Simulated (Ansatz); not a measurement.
We consider Ca3GeO (Imma, No. 74, 10 atoms in the cell; start mp-17193), described by PBE0 (Ansatz, a quantum-chemistry and plane-wave program, plane waves, PAW).

Settings: plane-wave cutoff 460 eV, 6×6×6 k mesh, Fermi–Dirac smearing 0.01 eV, scalar-relativistic PAW data made under PBE.

Cell (relaxed with PBEsol):

```xyz
10
Lattice="-3.2996 4.6676 3.3113 3.2996 -4.6676 3.3113 3.2996 4.6676 -3.3113" Properties=species:S:1:pos:R:3 pbc="T T T"
Ca    -1.6498     4.8462     1.6556
Ca     1.6498     4.4890    -1.6556
Ca     1.6498    -0.1786     1.6556
Ca     1.6498     4.8462     1.6556
Ca     0.0000     2.3338     3.0623
Ca     3.2996     2.3338     0.2490
Ge     3.2996    -2.3338     3.3049
Ge     0.0000     7.0014     0.0063
O      3.2996     0.0000     0.0000
O      0.0000     0.0000     3.3113
```

Task: What does this level give for the band gap?

Result: 
- band gap: 1.10 eV (on the SCF k mesh) (direct)

Note: cell and atoms aren't relaxed at this level (pressure 1.9 GPa).

Spin–orbit coupling is not included.

A start named mp-… is a Materials Project structure, which need not be a measured phase.
